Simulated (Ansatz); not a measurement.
For BeS (model structure, from the rocksalt type, Fm-3m, No. 225), LDA (plane waves, PAW; Ansatz, a quantum-chemistry and plane-wave program) gives:

- equilibrium lattice constant a: 4.556 Å
- bulk modulus B0: 119 GPa
- cohesive energy: 4.68 eV/atom
- band gap: 0.98 eV

Question: What does PBE in Ansatz (plane waves, PAW) give for the same quantities?

Answer: 
- lattice constant a: 4.629 Å (goes up by 1.6 %)
- bulk modulus: 108 GPa (drops by 9.2 %)
- cohesive energy: 3.90 eV/atom (drops by 0.78 eV/atom)
- band gap: 0.97 eV (is nearly the same)

Changes are worked out from the printed values.

Unless a cell is named, each level is at its own relaxed cell (LDA 11.82, PBE 12.40 Å³/atom).

Density-functional gaps are differences of (generalised) Kohn–Sham levels.

Caveats: the bulk modulus is −V dP/dV from two relaxed cells at ±2 % in volume (LDA, PBE). Ansatz's density-functional and Hartree–Fock values are scalar-relativistic unless marked +SOC, with PAW data made under PBE.

A model structure was made by putting elements into a prototype or built by hand; it is no filed structure, need not be a known phase, and can be a saddle point held by its symmetry.
